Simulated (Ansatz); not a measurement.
# Tl$_{2}$Te in the anti-fluorite structure (space group Fm-3m, No. 225; a hypothetical phase, not in the database extracts checked)

```cif
data_Te4Tl8
_chemical_formula_sum 'Te4 Tl8'
_space_group_name_H-M_alt 'Fm-3m'
_space_group_IT_number 225
_space_group_name_Hall '-F 4 2 3'
_cell_length_a 7.68509
_cell_length_b 7.68509
_cell_length_c 7.68509
_cell_angle_alpha 90.000
_cell_angle_beta 90.000
_cell_angle_gamma 90.000
loop_
_atom_site_label
_atom_site_type_symbol
_atom_site_symmetry_multiplicity
_atom_site_Wyckoff_symbol
_atom_site_fract_x
_atom_site_fract_y
_atom_site_fract_z
_atom_site_occupancy
Te1 Te 4 a 0.00000 0.00000 0.00000 1
Tl1 Tl 8 c 0.25000 0.25000 0.25000 1
```
(The calculation used a cell of 3 atoms; values per cell refer to that cell.)

Level of theory: PBEsol (Ansatz, a quantum-chemistry and plane-wave program; PAW; 420 eV plane waves; no spin-orbit coupling). k-mesh 11×11×11 (Γ-centred); smearing 0.05 eV (Fermi–Dirac).

```yaml
volume_per_atom: 37.82 Å³
density: 7.85 g/cm³
band_gap: "0.10 eV (uncertain: the edges found on the path are not clean extrema)"
total_energy: -9831.113 eV/atom (σ→0; compares only within this code and set-up)
```

With Te and Tl present, leaving out spin-orbit coupling can change the band edges. Stability against distortions was not tested. A zero or small gap of Tl2Te can be the functional's error rather than a property of the material.
